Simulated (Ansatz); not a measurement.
Carrier properties of InP (F-43m)

Given:

```xyz
2
Lattice="0.0000 2.9392 2.9392 2.9392 0.0000 2.9392 2.9392 2.9392 0.0000" Properties=species:S:1:pos:R:3 pbc="T T T"
In     0.0000     0.0000     0.0000
P      1.4696     1.4696     1.4696
```

Computed with PBEsol with spin-orbit coupling, rigid bands (plane waves, PAW; Ansatz, a program for electronic structure). Condition of this run: spin-orbit coupling switched on. How the cell was made: cell and atoms relaxed with PBEsol.

```json
{
 "band_gap": "0.54 eV",
 "electron conductivity mass (300 K, dilute)": "0.056 mₑ",
 "hole conductivity mass (300 K, dilute)": "0.56 mₑ",
 "effective density of states N_c (300 K)": "3.0e17 cm⁻³",
 "effective density of states N_v (300 K)": "2.3e19 cm⁻³",
 "density_of_states_mass_electrons": "0.052 mₑ",
 "density_of_states_mass_holes": "0.94 mₑ",
 "Seebeck coefficient, n-type 1e19 cm⁻³, 300 K": "-44 μV/K",
 "Seebeck coefficient, p-type 1e19 cm⁻³, 300 K": "317 μV/K",
 "best p-type power factor at 300 K for τ = 10 fs (best axis; densities from 1e16 to 1e21 cm⁻³ tried, whether or not they can be reached)": "13.5 μW/(cm·K²) at 3e20 cm⁻³"
}
```

Rigid bands; masses and Seebeck coefficients take one relaxation time τ for all states and one kind of carrier; polarons and phonon drag are left out.
